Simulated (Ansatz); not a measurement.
Base system: WSi2 (space group Fddd, No. 70; a = 4.591 Å, b = 7.948 Å, c = 8.973 Å; a hypothetical phase, not in the database extracts checked).

Computed with PBE/PAW in Ansatz (a program for electronic structure), no spin-orbit coupling.

For the base:

The pressure is 0.0 GPa and the band gap is zero.

Now apply this change: an isotropic linear strain of −1.11 %; the atoms relax in the strained cell.

**Question.** How does this affect the energy relative to the base?

**Answer.** The energy rises by 11 meV/atom.

**Question.** What happens to the pressure?

**Answer.** The pressure (mean of the normal stresses, compression positive) goes from zero to 7.8 GPa.

**Question.** Predict the new band gap.

**Answer.** The band gap remains zero.

Whether these cells are dynamically stable was not tested. The final runs are not spin-polarised.
